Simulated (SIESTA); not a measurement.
Band structure of Ge3As4 (P-43m, 7 atoms in the cell).

```
Ge3As4
1.0
    5.53181     0.00000     0.00000
    0.00000     5.53181     0.00000
    0.00000     0.00000     5.53181
Ge As
3 4
Direct
  0.00000   0.00000   0.50000
  0.50000   0.00000   0.00000
  0.00000   0.50000   0.00000
  0.72069   0.72069   0.72069
  0.72069   0.27931   0.27931
  0.27931   0.27931   0.72069
  0.27931   0.72069   0.27931
```

Method: GGA PBEsol, numerical atomic orbitals TZP, PseudoDojo PBEsol standard norm-conserving potentials (rewritten from UPF to PSML) (SIESTA).

Settings: XC.functional = GGA; XC.authors = PBEsol; potentials = PseudoDojo PBEsol standard; PAO.BasisSize = TZP; PAO.EnergyShift = 0.01 Ry; MeshCutoff = 300 Ry; kgrid.MonkhorstPack = 4 4 4; OccupationFunction = FD; ElectronicTemperature = 0.136 eV; MaxSCFIterations = 150; SCF.Mixer.Method = Broyden; SCF.Mixer.Weight = 0.1; SCF.Mixer.History = 8; SCF.DM.Tolerance = 1.0E-05.

The starting cell comes from a database of computed structures (which also holds hypothetical and non-ambient phases and stackings), without a prior relaxation at this level. Its lattice was rescaled by a random factor within 2.5 % of one. Values carry the incompleteness of an atom-centred basis.

**Question.** Predict the gap along the standard path and the places of the band edges.

**Answer.** The gap along the path is 0.26 eV, from a point between M and Γ to Γ; the smallest direct gap on it is 0.36 eV.

Levels in eV from the top of the valence band on the path, bands 48 to 52:
```json
[
 {"point": "Γ", "48": "-2.13", "49": "-0.11", "50": "-0.11", "51": "-0.11", "52": "0.26"},
 {"point": "X", "48": "-2.03", "49": "-2.03", "50": "-1.10", "51": "-1.10", "52": "1.32"},
 {"point": "M", "48": "-2.07", "49": "-1.17", "50": "-0.55", "51": "-0.55", "52": "2.00"},
 {"point": "R", "48": "-1.25", "49": "-0.87", "50": "-0.87", "51": "-0.87", "52": "0.70"}
]
```

Higher empty bands are left out: an atom-centred basis made for the valence describes them poorly.
